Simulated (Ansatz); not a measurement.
What uniaxial stress, 1 GPa tension along z does to SrO

Start from SrO in the rock salt structure (space group Fm-3m, No. 225; a = 5.1222 Å). Axes: x, y, z lie along the cube axes.

One thing is altered: uniaxial stress, 1 GPa tension along z, with the cell and atoms free to relax against it.

Method: PBEsol in Ansatz (plane waves to 420 eV, PAW, without spin-orbit coupling). Settings: 11×11×11 k-points, 0.05 eV Fermi–Dirac smearing.

| quantity | base | changed | shift |
|---|---|---|---|
| volume per atom | 16.80 Å³ | 16.86 Å³ | +0.06 Å³ |
| space group | Fm-3m (No. 225) | I4/mmm (No. 139) | – |
| shortest interatomic distance | 2.561 Å | 2.558 Å | -0.003 Å |
| energy relative to the base (free energy F) | 0 meV/atom | +0.3 meV/atom | +0.3 meV/atom |
| band gap | 3.20 eV | 3.18 eV | -0.02 eV |
| gap character | – | indirect, Γ → X | – |
| electron mass | 1.2 mₑ along k, 0.39 mₑ across (at X) | 1.2 mₑ along k, 0.39 mₑ across (at X) | – |
| valence-band top at Γ (three highest levels, from the VBM) | 0.00, 0.00, 0.00 eV | 0.00, 0.00, -0.03 eV | – |
| valley order (the lowest conduction-band minima on the path, energy above the VBM, named in the base's zone) | X along ⟨100⟩ 3.20 eV; Γ 3.93 eV | X along [100] 3.18 eV; X along [001] 3.21 eV; Γ 3.89 eV | – |
| strain response (xx, yy, zz) | – | (−0.13, −0.13, +0.64) % | – |

Cost of the whole job for the changed cell (relaxation, final SCF and bands): about 26 core-seconds (a rough figure).

Effective masses come from finite differences of ±0.01 Å⁻¹. Along k means along the line from Γ to the band edge. Stability under load was not tested beyond the relaxation. k-point labels follow each cell's own Brillouin zone.

Ansatz is a program for electronic structure.
